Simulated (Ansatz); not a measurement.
# ZnS: response to strain

Take ZnS in the zinc blende structure (space group F-43m, No. 216; a = 5.297 Å) as the base. Axes: x, y, z lie along the cube axes.

Strains are applied to the cell and any free atomic positions relax.

Calculations: Kohn–Sham DFT with the LDA functional, run in Ansatz (an electronic-structure program) with PAW and 420 eV plane waves, no spin-orbit coupling.

Notes on the quantities. energy relative to the base: free energy F; pressure: mean of the normal stresses, compression positive.

| variant | energy relative to the base | pressure | band gap | shortest interatomic distance |
|---|---|---|---|---|
| base | 0 meV/atom | -0.01 GPa | 2.13 eV | 2.294 Å |
| uniaxial strain ε_zz = −3.00 % | +6.2 meV/atom | 2.78 GPa | 2.19 eV | 2.271 Å |
| uniaxial strain ε_zz = −2.00 % | +2.7 meV/atom | 1.81 GPa | 2.17 eV | 2.278 Å |
| uniaxial strain ε_zz = −1.50 % | +1.5 meV/atom | 1.34 GPa | 2.16 eV | 2.282 Å |
| uniaxial strain ε_zz = −1.00 % | +0.7 meV/atom | 0.88 GPa | 2.15 eV | 2.286 Å |
| uniaxial strain ε_zz = −0.50 % | +0.2 meV/atom | ? | ? | ? |
| uniaxial strain ε_zz = +1.00 % | +0.7 meV/atom | -0.85 GPa | 2.07 eV | 2.301 Å |
| uniaxial strain ε_zz = +1.50 % | +1.5 meV/atom | -1.26 GPa | 2.04 eV | 2.305 Å |
| uniaxial strain ε_zz = +2.00 % | +2.7 meV/atom | -1.66 GPa | 2.01 eV | 2.309 Å |
| uniaxial strain ε_zz = +3.00 % | +6.0 meV/atom | -2.42 GPa | 1.95 eV | 2.317 Å |

Task: What belongs in the blanks?

Result: 
- uniaxial strain ε_zz = −0.50 %, pressure: 0.43 GPa
- uniaxial strain ε_zz = −0.50 %, band gap: 2.14 eV
- uniaxial strain ε_zz = −0.50 %, shortest interatomic distance: 2.290 Å

Stability against distortions was not tested.
